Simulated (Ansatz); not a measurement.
For CdSe (model structure, started from the BN type, Pm-3n, No. 223, 12 atoms in the cell), LDA (Ansatz, a quantum-chemistry and plane-wave program, plane waves, PAW) gives:

| Quantity | Result |
|---|---|
| lattice constant a | 7.395 Å |
| cohesive energy | 2.96 eV/atom |
| band gap | 0.60 eV |

### Question
What does r²SCAN+rVV10 (Ansatz, PAW) give for the same quantities?

### Answer

- lattice constant a: 7.513 Å (rises by 1.6 %)
- cohesive energy: 2.60 eV/atom (falls by 0.36 eV/atom)
- band gap: 1.17 eV (rises by 0.57 eV)

Changes are worked out from the printed values.

Unless a cell is named, each level is at its own relaxed cell (LDA 33.71, r²SCAN+rVV10 35.34 Å³/atom).

Levels without +SOC have no spin–orbit coupling; where heavier elements are present it shifts gaps, mostly down, and can invert bands. Density-functional gaps are differences of (generalised) Kohn–Sham levels.

Ansatz's density-functional and Hartree–Fock values are scalar-relativistic unless marked +SOC, with PAW data made under PBE.

A model structure was made by putting elements into a prototype or built by hand; it is no filed structure, need not be a known phase, and can be a saddle point held by its symmetry.
